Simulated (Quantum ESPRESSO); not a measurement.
## What a tighter setting buys: ecutwfc, SiC (P6_3mc, 12 atoms in the cell)

Cell: a = 3.1068 Å, b = 3.1068 Å, c = 15.2460 Å, α = 90.00°, β = 90.00°, γ = 120.00°.

Method of the run: PBE, GBRV 1.5 ultrasoft (PBE) pseudopotentials (plane waves; Quantum ESPRESSO).

Base settings: ecutwfc = 40 Ry; ecutrho = 200 Ry; occupations = fixed; potentials = {Si: si_pbe_v1.uspp.F.UPF, C: c_pbe_v1.2.uspp.F.UPF}; K_POINTS = automatic 8 8 2 0 0 0; nbnd = 30; conv_thr = 1e-11 Ry.

Misses are taken against the tightest run, 80 Ry (ecutrho: 200 Ry → 400 Ry), which need not be fully converged itself. The energy is the free energy per atom.

The count of work is k-points × plane waves × bands × iterations; it is no time, and leaves out set-up, grids and terms that scale otherwise. Core times come from one kind of shared machine and are given to one figure; runs under 30 s give none.

The starting cell comes from a database of computed structures (which also holds hypothetical and non-ambient phases and stackings), without a prior relaxation at this level. Its lattice was rescaled by a random factor within 2.5 % of one.

The runs (ecutwfc): 16 Ry (ecutrho: 200 Ry → 80 Ry) | 20 Ry (ecutrho: 200 Ry → 100 Ry) | 24 Ry (ecutrho: 200 Ry → 120 Ry) | 28 Ry (ecutrho: 200 Ry → 140 Ry) | 32 Ry (ecutrho: 200 Ry → 160 Ry) | 36 Ry (ecutrho: 200 Ry → 180 Ry) | 40 Ry | 46 Ry (ecutrho: 200 Ry → 230 Ry) | 52 Ry (ecutrho: 200 Ry → 260 Ry) | 60 Ry (ecutrho: 200 Ry → 300 Ry) | 70 Ry (ecutrho: 200 Ry → 350 Ry) | 80 Ry (ecutrho: 200 Ry → 400 Ry).

Which is the coarsest setting among those run that, with all tighter ones, holds the energy within 20 meV/atom of the reference, and what does it save?

24 Ry (ecutrho: 200 Ry → 120 Ry), off by 16 meV/atom; it needs 0.15 of the reference's count of work.

Which is the coarsest setting among those run that, with all tighter ones, holds the energy within 10 meV/atom of the reference, and what does it save?

28 Ry (ecutrho: 200 Ry → 140 Ry), off by 7.4 meV/atom; it needs 0.21 of the reference's count of work.

What does the step from 40 Ry to 70 Ry (ecutrho: 200 Ry → 350 Ry) buy?

It takes the miss in the energy from 4.0 to 0.85 meV/atom, for 2.3 times the count of work and roughly 3 times the time.

```tsv
ecutwfc	energy less reference (meV/atom)	pressure less reference (GPa)	gap on the mesh less reference (eV)	count of work / reference	core time / reference (rough)
16 Ry (ecutrho: 200 Ry → 80 Ry)	346.00	-17.29	0.000	0.077	–
20 Ry (ecutrho: 200 Ry → 100 Ry)	77.44	-5.73	-0.046	0.12	–
24 Ry (ecutrho: 200 Ry → 120 Ry)	16.00	-1.15	-0.002	0.15	–
28 Ry (ecutrho: 200 Ry → 140 Ry)	7.36	0.03	-0.001	0.21	–
32 Ry (ecutrho: 200 Ry → 160 Ry)	6.68	0.09	-0.001	0.24	0.2
36 Ry (ecutrho: 200 Ry → 180 Ry)	5.54	-0.03	-0.001	0.31	0.3
40 Ry	4.03	-0.07	-0.001	0.35	0.3
46 Ry (ecutrho: 200 Ry → 230 Ry)	2.33	-0.01	-0.001	0.44	0.3
52 Ry (ecutrho: 200 Ry → 260 Ry)	1.85	0.05	0.000	0.52	0.5
60 Ry (ecutrho: 200 Ry → 300 Ry)	1.62	0.03	0.000	0.65	0.6
70 Ry (ecutrho: 200 Ry → 350 Ry)	0.85	-0.02	0.000	0.82	0.8
80 Ry (ecutrho: 200 Ry → 400 Ry)	0.00	0.00	0.000	1.0	1
```
